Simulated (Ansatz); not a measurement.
Take HfN in the rock salt structure (space group Fm-3m, No. 225; a = 4.502 Å) as the base.

Method: PBEsol/PAW in Ansatz (a first-principles code), without spin-orbit coupling.

For the base:

| Item | Result |
|---|---|
| Volume per atom | 11.40 Å³ |

The change: a negative pressure, −2 GPa.

Task: Predict the new volume per atom.

Result: The volume per atom increases by 0.08 Å³ (11.40 Å³ → 11.48 Å³).

Load acts through the strain it causes; cell and atoms are relaxed under it. Whether these cells are dynamically stable was not tested. All final runs are without spin polarisation. An odd electron count without spin: HfN.
